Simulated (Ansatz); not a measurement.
The starting structures come from a database of crystals and need not be the phases stable at ambient conditions.

 Where the default PAW files enter, the runs use the earlier of Ansatz's two default sets.

The decay constant κ of evanescent states in the gap governs leakage through a thin film.

Input:

```
Na2NiO2
1.0
    2.86542     0.00000     0.00000
    0.00000     8.30113     0.00000
    1.43271     0.00000     5.10825
Na Ni O
4 2 4
Direct
  0.60474   0.15244   0.79052
  0.39526   0.65244   0.20948
  0.14857   0.83078   0.70286
  0.85143   0.33078   0.29714
  0.87795   0.99838   0.24410
  0.12205   0.49838   0.75590
  0.27769   0.09353   0.44462
  0.72231   0.59353   0.55538
  0.48017   0.91016   0.03966
  0.51983   0.41016   0.96034
```

Space group of this cell: Cmc2_1. The cell is taken as given; by r2SCAN its mean pressure is -5.2 GPa.

Transport runs along the normal of the first two printed cell vectors.

The gap is the functional's own, uncorrected, and κ follows it; spin-orbit coupling is left out. Mid-gap values are interpolated between the computed energies.

Q: Predict the band gap and the smallest decay constant κ at mid-gap from r2SCAN run with Ansatz (a first-principles code).

A: Gap 1.33 eV on a 12×4×12 mesh; κ = 0.543 1/Å, at the zone centre.
